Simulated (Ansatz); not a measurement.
## GaP: energy against strain

GaP (zinc blende, F-43m, 20.108 Å³/atom at rest) under an equal strain ε in the (001) plane with the normal axis free, as in a coherent film. PBEsol in Ansatz, a plane-wave DFT program (PAW, default set), 420 eV, 11×11×11 Γ-centred mesh, Fermi-Dirac smearing 0.05 eV; ions are relaxed within the symmetry of each cell.

Here s stands for strain and y for E less E0.

| strain (%) | E less E0 (meV/atom) |
|---|---|
| -3.00 | ? |
| -1.50 | 4.11 |
| -1.00 | 1.80 |
| -0.50 | 0.44 |
| 0.00 | 0.00 |
| 0.50 | 0.44 |
| 1.00 | 1.73 |
| 1.50 | 3.85 |

Question: Using a parabola, estimate the missing y at s = -3.00 from the other rows, showing the fit.

Answer: Least squares gives y = -0.002 - 0.0657·s + 1.7695·s². Residuals (row less fit): 0.032, -0.033, -0.033, 0.002, 0.032, 0.028, -0.031; standard error 0.039 (degrees of freedom: 4). Twice the quadratic coefficient over the volume, 2 × 1.7695 meV × 10⁴ × 0.1602 / 20.108 Å³, is twice the biaxial elastic modulus of this plane = 282 ± 3 GPa. At the withheld row, y = -0.002 - 0.0657 × (-3.0) + 1.7695 × (-3.0)² = 16.121 meV/atom. The calculation gives 17.00 meV/atom, 0.879 meV/atom above the prediction (5.2 % of the range of y in the table). The row lies outside the fitted rows, so this is an extrapolation. From the scatter of the fitted rows alone, a prediction at this place has a standard error of 0.149 meV/atom, so the miss is 5.9 times that.

One order more, fitted to all 13 runs of the series, follows each within 0.01, so the miss is the next term of a smooth law. Rows are the converged runs of the series near zero and its far end; series whose fitted rows scatter by over a few per cent of the range, as at a crossing or softening among them, aren't shown in this form. Most that stay on the fit to the last digits aren't either.
